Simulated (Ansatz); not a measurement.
# How the smallest direct gap on the k points sampled of CaTiO3 (Pnma, No. 62) moves with the method

No measured value is used here.

```csv
level (code),value (eV),cell (Å³/atom)
LDA (Ansatz),2.43,10.68
BLYP (Ansatz),2.36,11.68
PBEsol (Ansatz),2.43,11.01
PBEsol-D3(BJ) (Ansatz),2.46,10.79
rVV10 (Ansatz),(withheld),11.45
```

Problem. Some entries are withheld; supply them.

Solution. 
- rVV10 (Ansatz, a quantum-chemistry and plane-wave program), value (eV): 2.38

Computed values are for a static lattice.  LDA, BLYP, PBEsol, PBEsol-D3(BJ), rVV10: the relaxation could not lower the start's symmetry, so the cell can be a saddle point above a distorted one. Each level is taken at its own relaxed cell. Ansatz's density-functional and Hartree–Fock values are scalar-relativistic unless marked +SOC, with PAW data made under PBE.
